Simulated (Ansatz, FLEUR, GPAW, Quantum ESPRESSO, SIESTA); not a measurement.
**Code comparison for Ni₃Hg (Pm-3m, 4 atoms in the cell)**

Self-consistent single point.

```
CELL_PARAMETERS angstrom
      3.74491     0.00000     0.00000
      0.00000     3.74491     0.00000
      0.00000     0.00000     3.74491
ATOMIC_POSITIONS crystal
  Ni 0.00000 0.50000 0.50000
  Ni 0.50000 0.00000 0.50000
  Ni 0.50000 0.50000 0.00000
  Hg 0.00000 0.00000 0.00000
```
Moments meant for the start (each program seeds them in its own way; μB, in the order of the atoms Ni Ni Ni Hg): 2.0 2.0 2.0 0.0.

Shared settings, as Ansatz (a first-principles code) writes them: kpoints.mp_grid.grid = 9 9 9; scf.occupations.method = fermi_dirac; scf.occupations.width = 0.1 eV. Potentials and cutoffs stand in the table.

```
code                                                                                                                                 model  pressure (GPa)  size of the net moment (μB/atom)           cutoff
----------------  ------------------------------------------------------------------------------------------------------------------------  --------------  --------------------------------  ---------------
Ansatz                                                                                                 LDA (PW92), PAW files made with PBE          -13.37                              0.18           420 eV
SIESTA            LDA PW92, numerical atomic orbitals DZP, PseudoDojo LDA standard norm-conserving potentials (rewritten from UPF to PSML)          -18.43                              0.22      grid 400 Ry
GPAW                                                                         LDA (Perdew-Wang 92), GPAW PAW datasets LDA (gpaw-data 1.0.1)          -12.01                              0.19           850 eV
FLEUR                                                         LDA (Perdew-Zunger), all-electron FLAPW (FLEUR), scalar-relativistic valence               –                              0.13  Kmax 4.4 1/bohr
Quantum ESPRESSO                                                                       LDA (PZ), GBRV 1.5 ultrasoft (LDA) pseudopotentials          -13.12                              0.22            50 Ry
```

A dash marks a value that a program does not give, or that is left out as unsure.

On Ansatz's run: spin-orbit coupling is off. The moments shrank to a small part of their start, a low-spin state that need not be the lowest.

The spread over the programs that give each value: pressure within 6.42 GPa; size of the net moment within 0.09 μB/atom.

SIESTA uses small atom-centred bases, whose incompleteness enters pressures, forces and empty levels differently from a plane-wave cutoff. FLEUR treats all electrons, but the usual bases taken here (sphere radii, linearisation, local orbitals, empty states) were not tested for convergence, so the values are no reference for the others. Ansatz's pressure is given at a fixed set of plane waves, as the other plane-wave codes print theirs; with its correction for the finite basis it is -13.31 GPa. The same LDA comes in different parametrisations, which differ slightly. In the pressure, SIESTA (by 5.31) and GPAW (by 1.11) lie more than 1 GPa from the median of the plane-wave programs.

The starting cell comes from a database of computed structures (which also holds hypothetical and non-ambient phases and stackings), without a prior relaxation at this level.

Keys are those of Ansatz 0.2.
